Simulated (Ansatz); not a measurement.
We look at the energy of configuration A over configuration B. The value is E(A) − E(B).

Cell A: a slab of composition Co3Si18H built on Si (diamond, Fd-3m) (111), with 13 atoms on that crystal's sites, 22 atoms, hexagonal cell of 3.87 Å (13.0 Å²), symmetry P3m1, 27.4 Å thick under 16 Å of vacuum, in-plane vectors held at the crystal's; planes from bottom to top: H | Si × 12 | CoSi | Si × 2 | Co | Si × 2 | Co | Si, its two faces unlike (dipole correction applied); foreign atoms: H bound to 1 Si at 1.50 Å; Co bound to 8 Si at 2.27–2.48 Å; Co bound to 8 Si at 2.27–2.38 Å; Co bound to 7 Si at 2.30–2.37 Å; spin state with PBE: no moments, k-point mesh 9×9×1.
```
CELL_PARAMETERS angstrom
      3.86787     0.00000     0.00000
      1.93393     3.34967     0.00000
      0.00000     0.00000    43.54000
ATOMIC_POSITIONS crystal
  H  0.66667 0.66667 0.18252
  Si 0.66667 0.66667 0.21708
  Si 0.00000 0.00000 0.23457
  Si 0.00000 0.00000 0.28889
  Si 0.33333 0.33333 0.30704
  Si 0.33333 0.33333 0.36142
  Si 0.66667 0.66667 0.37954
  Si 0.66667 0.66667 0.43394
  Si 0.00000 0.00000 0.45207
  Si 0.00000 0.00000 0.50647
  Si 0.33333 0.33333 0.52464
  Si 0.33333 0.33333 0.57884
  Si 0.66667 0.66667 0.59959
  Si 0.00000 0.00000 0.64412
  Co 0.66667 0.66667 0.65347
  Si 0.33333 0.33333 0.67501
  Si 0.66667 0.66667 0.71034
  Co 0.33333 0.33333 0.72710
  Si 0.00000 0.00000 0.74568
  Si 0.33333 0.33333 0.78043
  Co 0.00000 0.00000 0.79843
  Si 0.66667 0.66667 0.81244
```

Cell B: a slab of composition Co3Si18H built on Si (diamond, Fd-3m) (111), with 15 atoms on that crystal's sites, 22 atoms, hexagonal cell of 3.87 Å (13.0 Å²), symmetry P3m1, 27.4 Å thick under 16 Å of vacuum, in-plane vectors held at the crystal's; planes from bottom to top: H | Si × 12 | CoSi | Si × 2 | Co | Si × 2 | Co | Si, its two faces unlike (dipole correction applied); foreign atoms: H bound to 1 Si at 1.51 Å; Co bound to 8 Si at 2.27–2.47 Å; Co bound to 8 Si at 2.27–2.37 Å; Co bound to 7 Si at 2.30–2.36 Å; spin state with PBE: no moments, k-point mesh 9×9×1.
```
CELL_PARAMETERS angstrom
      3.86787     0.00000     0.00000
      1.93393     3.34967     0.00000
      0.00000     0.00000    43.54000
ATOMIC_POSITIONS crystal
  H  0.66667 0.66667 0.18237
  Si 0.66667 0.66667 0.21694
  Si 0.00000 0.00000 0.23443
  Si 0.00000 0.00000 0.28876
  Si 0.33333 0.33333 0.30691
  Si 0.33333 0.33333 0.36129
  Si 0.66667 0.66667 0.37942
  Si 0.66667 0.66667 0.43382
  Si 0.00000 0.00000 0.45195
  Si 0.00000 0.00000 0.50638
  Si 0.33333 0.33333 0.52446
  Si 0.33333 0.33333 0.57890
  Si 0.66667 0.66667 0.60028
  Si 0.33333 0.33333 0.64425
  Co 0.66667 0.66667 0.65371
  Si 0.00000 0.00000 0.67516
  Si 0.66667 0.66667 0.71055
  Co 0.00000 0.00000 0.72718
  Si 0.33333 0.33333 0.74560
  Si 0.00000 0.00000 0.78057
  Co 0.33333 0.33333 0.79837
  Si 0.66667 0.66667 0.81234
```

All numbers come from Ansatz (a program for electronic structure), plane waves with PAW, its default PAW set, cutoff 420 eV, 500 eV for r2SCAN. The structures are at rest with PBE, within the held lattices; other levels are single points on them. Neutral cells; Fermi-Dirac smearing of at most 0.05 eV in the solids, energies taken to zero width. The lattices are those relaxed with PBE or held as stated, so at other levels the solids can be strained, which adds to the spread. Larger cells are relaxed from a start prepared with the learned potential CHGNet till forces fall under 0.03 eV/Å, which some starts already meet. A dispersion term (D3(BJ), or D4 for r2SCAN) was computed beside these levels and is taken off wherever the name lacks it. No zero-point or thermal terms. The structures are the rest points that the relaxations reached, not proven lowest. Values are for these cell sizes. Cell A has symmetry P3m1 and got no random move, so less symmetric positions, which may lie lower, weren't tried. Cell B has symmetry P3m1 and got no random move, so less symmetric positions, which may lie lower, weren't tried.

Question: Predict the value from r2SCAN.

Answer: -0.03 eV for A less B, too close to call.

Question: What do the other levels give, and how wide is the spread?

Answer: 
| Method | value (eV) | less r2SCAN |
|---|---|---|
| PBE | -0.02 | 0.01 |

The levels span only 0.01 eV, too little to tell them apart.
